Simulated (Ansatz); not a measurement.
An Ansatz (a quantum-chemistry and plane-wave program) run: InPd2; PBEsol (Ansatz; PAW; 420 eV plane waves; scalar-relativistic without spin-orbit coupling).

Input:

Ansatz 0.2 input:
```yaml
crystal:
  lattice:
    - [5.6271254421, 0, 0]
    - [0, 4.178956284, 0]
    - [0, 0, 8.2494468044]
  atoms:
    - { symbol: In, position: [0.8266044688, 0.25, 0.5993910187] }
    - { symbol: In, position: [0.1733955312, 0.75, 0.4006089813] }
    - { symbol: In, position: [0.6733955312, 0.75, 0.0993910187] }
    - { symbol: In, position: [0.3266044688, 0.25, 0.9006089813] }
    - { symbol: Pd, position: [0.9268796633, 0.25, 0.2679959142] }
    - { symbol: Pd, position: [0.0731203367, 0.75, 0.7320040858] }
    - { symbol: Pd, position: [0.5731203367, 0.75, 0.7679959142] }
    - { symbol: Pd, position: [0.4268796633, 0.25, 0.2320040858] }
    - { symbol: Pd, position: [0.6542487609, 0.75, 0.426859584] }
    - { symbol: Pd, position: [0.3457512391, 0.25, 0.573140416] }
    - { symbol: Pd, position: [0.8457512391, 0.25, 0.926859584] }
    - { symbol: Pd, position: [0.1542487609, 0.75, 0.073140416] }
basis: { ecutwfc: 420, ecutrho_ratio: 4, xc_grid: 2, fft_grid_basis: typed }
kpoints: { mp_grid: { grid: [7, 9, 5] } }
hamiltonian:
  xc: pbesol
  dispersion: none
  pseudopotentials: { kind: paw }
scf: { occupations: { method: fermi_dirac, width: 0.05 }, convergence: { dr2_threshold: 0.0000000012 } }
output: { forces: true, stress: true }
```

Output (explanatory and most iteration lines left out):

```
Pseudopotential: In, paw, valence charge 13
Pseudopotential: Pd, paw, valence charge 18
Crystal: 12 atoms, lattice volume = 193.990 Å³
Basis set: ecut = 420 eV, 3765 PW (Γ), exchange–correlation on 80×60×120 points (8 copies of the dense FFT grid, shifted against one another)
Bands: 110, of which v1, the nominal top of the filled ones, is band 98 counted from 1 (97 counted from 0)
Symmetry: 8 space group operations
Space group: Pnma (ITA 62), of the structure as read, at distance tolerance 5.8e-5 Å
k-points: 60 of 315
Functional: x = pbesol(κ = 0.804, μ = 0.12345679012345678), c = pbesol(β = 0.046)
SCF iter   1: F=—  HF=-77361.330590 eV  |F-HF|=—  |Δ(HF+E_count)|=         —  Δρ=1.12e-2  dr2=2.60e-1  ethr=1.77e-3  ⟨swp⟩=6.0  Hψ=23753  notcnv=0  defer=10
SCF iter   2: F=—  HF=-77361.279226 eV  |F-HF|=—  |Δ(HF+E_count)|=   5.14e-2  Δρ=4.18e-3  dr2=3.92e-2  ethr=1.33e-4  ⟨swp⟩=3.0  Hψ=10803  notcnv=0  defer=227
SCF 1 converged in 9 iterations: F = -77361.270019 eV  dr2 = 3.09e-10
SCF converged after 9 iterations
Free energy (F): -77361.270019 eV
Internal energy: -77361.230954 eV  (E = F + TS)
E sigma→0 (E₀):  -77361.250487 eV
Entropy (-TS):   -0.039065 eV (-3.255 meV/atom)
Fermi energy:    17.851115 eV
--- Forces (eV/Å), atoms counted from 1 ---
  atom   1  In    -0.00003659     0.00000000     0.00008657
  atom   2  In     0.00003659    -0.00000000    -0.00008657
  atom   3  In     0.00003659    -0.00000000     0.00008657
  atom   4  In    -0.00003659     0.00000000    -0.00008657
  atom   5  Pd     0.00007399     0.00000000     0.00037629
  atom   6  Pd    -0.00007399    -0.00000000    -0.00037629
  atom   7  Pd    -0.00007399    -0.00000000     0.00037629
  atom   8  Pd     0.00007399     0.00000000    -0.00037629
  atom   9  Pd    -0.00027061     0.00000000    -0.00023753
  atom  10  Pd     0.00027061    -0.00000000     0.00023753
  atom  11  Pd     0.00027061    -0.00000000    -0.00023753
  atom  12  Pd    -0.00027061     0.00000000     0.00023753
--- Stress (GPa, compression-positive) ---
       -0.001300      -0.000000      -0.000000
       -0.000000      -0.000144      -0.000000
       -0.000000      -0.000000      -0.005575
  P = ⅓ Tr σ = -0.0023 GPa (-0.023 kbar)
```

Whether these cells are dynamically stable was not tested. The final runs are not spin-polarised. The cell is InPd2 (space group Pnma, No. 62; a cell from a computed database, its experimental status unchecked).
